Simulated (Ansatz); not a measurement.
PBE against r2SCAN: hypothetical rock salt GaAs, x(P) = 0.667, 6 atoms, P-3m1

Take GaAs in the rock salt structure (space group Fm-3m, No. 225; a = 5.392 Å; a hypothetical phase, not in the database extracts checked) as the base.

(Cell as relaxed with PBE.)

Levels (all Ansatz, a program for electronic structure, PAW): PBE (420 eV, no spin-orbit coupling); r2SCAN (500 eV, without spin-orbit coupling).

Each level relaxes its own structure.

| base | PBE | r2SCAN |
|---|---|---|
| volume per atom | 19.59 Å³ | 18.92 Å³ |
| lattice parameter a | 5.392 Å | 5.329 Å |
| band gap | zero | zero |

It is then changed as follows: P replaces 66.7 % of the As, ordered in a cell of 6 atoms (starting symmetry P-3m1) and fully relaxed.

| quantity | PBE | r2SCAN |
|---|---|---|
| volume per atom | 17.99 Å³ | ? |
| band gap | zero | ? |

**Question.** Predict the r2SCAN column.

**Answer.** 
- volume per atom, r2SCAN: 17.50 Å³
- band gap, r2SCAN: zero

PBE's volume per atom lies 0.49 Å³ above r2SCAN's (2.8 %); the two agree on the band gap. Neither level is exact; r2SCAN is the comparison here, not a measurement.

Each cell is one ordered arrangement of few atoms, which overstates ordering effects compared with a random alloy. No phonon test of stability was made. The final runs are not spin-polarised.
